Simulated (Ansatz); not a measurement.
Spinel GeFe₂O₄, treated with PBEsol-D3(BJ) in Ansatz (plane waves, PAW).

Run with plane-wave cutoff 520 eV, 12×12×12 k mesh, Fermi–Dirac smearing 0.05 eV, spin-polarised with parallel moments, scalar-relativistic PAW data made under PBE.

Equation-of-state points:

```tsv
V (Å³/atom)	E − E_lowest (meV/atom)	P (GPa)
9.822	10.96	8.94
10.027	2.63	4.21
10.232	0.00	-0.02
10.436	2.48	-3.79
10.641	9.51	-7.16
```

Question: Estimate the bulk modulus from the pressures at 10.027 and 10.436 Å³/atom, and compare it with a fit to all energies.

Answer: B = −V dP/dV. Between V = 10.027 and 10.436 Å³/atom, dP/dV = (-3.79 − (4.21))/(10.436 − 10.027) = -19.6 GPa per Å³/atom; at the midpoint 10.232 Å³/atom this gives B ≈ 200 GPa. The third-order Birch–Murnaghan fit gives V0 = 10.231 Å³/atom, B0 = 200 GPa, B′ = 4.6, which lies within 1 % of that estimate.

Note: the magnetic order was assumed, not searched for or taken from measurement; functionals without U or exact exchange can leave correlated insulators metallic, so the missing gap need not be real.

Ansatz is a first-principles code.
